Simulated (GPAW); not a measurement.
A self-consistent single point of Sn (I4_1/amd, 2 atoms in the cell) with GPAW.

Computed with PBEsol, GPAW PAW datasets PBEsol (made by gpaw-setup) (plane waves; GPAW).

```yaml
crystal:
  lattice:
    - [-2.91500, 2.91500, 1.59000]
    - [2.91500, -2.91500, 1.59000]
    - [2.91500, 2.91500, -1.59000]
  atoms:
    - { symbol: Sn, position: [0.25000, 0.75000, 0.50000] }
    - { symbol: Sn, position: [0.00000, 0.00000, 0.00000] }
```

Reference input (self-consistent single point, DFT PBE, plane waves, GPAW PAW datasets PBE (gpaw-data 1.0.1)): mode = pw; ecut = 550 eV; xc = PBE; kpts = 8 8 8; mesh shift (steps) = 0 0 0; occupations.name = methfessel-paxton; occupations.width = 0.1 eV; occupations.order = 0; nbands = -6; convergence.density = 1e-05 e/electron; symmetry.symmorphic = false; symmetry.tolerance = 0.0005. This run's input differs from it in these lines:

```diff
@@ -13,3 +13,3 @@
 calc = GPAW(mode=PW(550),
-            xc='PBE',
+            xc='PBEsol',
             kpts={'size': (8, 8, 8), 'gamma': True},
```

Its files differ too (potentials: GPAW PAW datasets PBEsol (made by gpaw-setup)).

Output (repeated stretches shortened):

```
     iter     time        total  log10-change:
                         energy   eigst   dens
iter:   1 --:--:--    -8.925230
iter:   2 --:--:--    -8.938313   -1.46  -1.68
iter:   3 --:--:--    -8.923039   -2.08  -1.69
iter:   4 --:--:--    -8.927333   -3.47  -2.43
iter:   5 --:--:--    -8.917991c  -3.57  -2.60
iter:   6 --:--:--    -8.918342c  -5.30  -3.17
iter:   7 --:--:--    -8.918088c  -5.61  -3.17
iter:   8 --:--:--    -8.917974c  -5.08  -3.23
iter:   9 --:--:--    -8.917977c  -6.03  -3.98
iter:  10 --:--:--    -8.917976c  -6.70  -3.97
iter:  11 --:--:--    -8.917980c  -6.81  -3.84
iter:  12 --:--:--    -8.917984c  -6.99  -4.11
iter:  13 --:--:--    -8.917980c  -6.81  -3.95
iter:  14 --:--:--    -8.917981c  -7.51c -4.19
iter:  15 --:--:--    -8.917981c  -8.07c -4.41
iter:  16 --:--:--    -8.917980c  -7.40c -4.25
iter:  17 --:--:--    -8.917980c  -8.25c -4.57
iter:  18 --:--:--    -8.917981c  -8.70c -4.70
iter:  19 --:--:--    -8.917981c  -9.93c -4.76
iter:  20 --:--:--    -8.917980c  -8.32c -4.80
iter:  21 --:--:--    -8.917980c  -9.27c -4.90
iter:  22 --:--:--    -8.917980c  -9.78c -4.95
iter:  23 --:--:--    -8.917980c  -9.61c -4.98
iter:  24 --:--:--    -8.917980c  -9.56c -5.15c
Converged after 24 iterations.

Dipole moment: (6.299540, -6.299540, -0.000000) |e|*Ang

Energy contributions relative to reference atoms: (reference = -335871.806691)

Kinetic:         +7.415450
Potential:       -6.833061
External:        +0.000000
XC:              -9.492152
Entropy (-ST):   -0.005403
Local:           -0.005516
SIC:             +0.000000
--------------------------
Free energy:     -8.920682
Extrapolated:    -8.917980

Showing only first 2 kpts
 Kpt  Band  Eigenvalues  Occupancy
  0    12      5.00633    2.00000
  0    13      5.00635    2.00000
  0    14      9.94960    0.00000
  0    15     13.23966    0.00000

  1    12      5.17507    2.00000
  1    13      5.78375    2.00000
  1    14     10.60597    0.00000
  1    15     12.12968    0.00000

Fermi level: 6.97039

No gap
No difference between direct/indirect transitions
Energy (eV): -8.91798

Forces in eV/Ang:
  0 Sn    0.00000    0.00000    0.00000
  1 Sn    0.00000    0.00000    0.00000

Stress tensor:
     0.007524     0.000000    -0.000000
     0.000000     0.007524    -0.000000
    -0.000000    -0.000000    -0.002497
Stress (GPa, Voigt): [ 1.2055  1.2055 -0.4    -0.     -0.      0.    ]
```

The run converged in 24 iterations. GPAW prints stress with tension positive. Against the reference run the pressure goes from 2.28 to -0.67 GPa.

The starting cell has typed, rounded lattice constants, without a prior relaxation at this level.

Cost on one core of a shared machine: roughly 30 s.
